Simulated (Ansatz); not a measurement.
## KCl in the rock salt structure (space group Fm-3m, No. 225)

Space group Fm-3m (No. 225); a = b = c = 6.244 Å, α = β = γ = 90.00°

```
atom  site  symmetry       x       y       z
----  ----  --------  ------  ------  ------
Cl      4a      m-3m  0.0000  0.0000  0.0000
K       4b      m-3m  0.5000  0.5000  0.5000
```
(The calculation used a cell of 2 atoms; values per cell refer to that cell.)

All numbers come from plane-wave PAW DFT at the PBEsol level (Ansatz, a program for electronic structure, 420 eV), scalar-relativistic without spin-orbit coupling. k-mesh 9×9×9 (Γ-centred); smearing 0.05 eV (Fermi–Dirac).

| Item | Result |
|---|---|
| Volume per atom | 30.43 Å³ |
| Density | 2.03 g/cm³ |
| Band gap | 5.10 eV, direct at Γ |
| Electron mass | 0.43 mₑ |
| Lowest conduction-band minima above the VBM | Γ 5.10 eV; X along ⟨100⟩ 6.37 eV |
| Total energy | -1290.371 eV/atom (σ→0; compares only within this code and set-up) |

Effective masses come from finite differences of ±0.01 Å⁻¹. Whether these cells are dynamically stable was not tested.
